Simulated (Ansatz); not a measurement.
# Hypothetical zinc blende LaN: pressure series

Consider LaN in the zinc blende structure (space group F-43m, No. 216; a = 5.613 Å; a hypothetical phase, not in the database extracts checked).

Cell and atoms are relaxed at each pressure.

Levels (all Ansatz, a program for electronic structure, PAW): PBE (420 eV, no spin-orbit coupling); PBEsol (420 eV, scalar-relativistic without spin-orbit coupling).

The base cell above is that of PBE; each level relaxes its own structures.

| case | volume per atom, PBE | volume per atom, PBEsol |
|---|---|---|
| pressure −2 GPa | 22.64 Å³ | 21.81 Å³ |
| pressure −1 GPa | 22.36 Å³ | 21.56 Å³ |
| pressure 0.3 GPa | 22.03 Å³ | … |
| pressure 0.7 GPa | 21.93 Å³ | 21.17 Å³ |
| pressure 1.5 GPa | 21.73 Å³ | … |
| pressure 3 GPa | 21.39 Å³ | 20.68 Å³ |
| pressure 5 GPa | 20.97 Å³ | 20.29 Å³ |
| pressure 7.5 GPa | 20.49 Å³ | … |
| pressure 10 GPa | 20.05 Å³ | … |

Q: Complete the table.

A: 
- pressure 0.3 GPa, volume per atom, PBEsol: 21.26 Å³
- pressure 1.5 GPa, volume per atom, PBEsol: 20.99 Å³
- pressure 7.5 GPa, volume per atom, PBEsol: 19.85 Å³
- pressure 10 GPa, volume per atom, PBEsol: 19.45 Å³

PBE lies above PBEsol in every row, by 0.61 Å³ to 0.83 Å³. They put the cases in the same order.

Load acts through the strain it causes; cell and atoms are relaxed under it. Whether these cells are dynamically stable was not tested. Competing high-pressure phases were not computed.
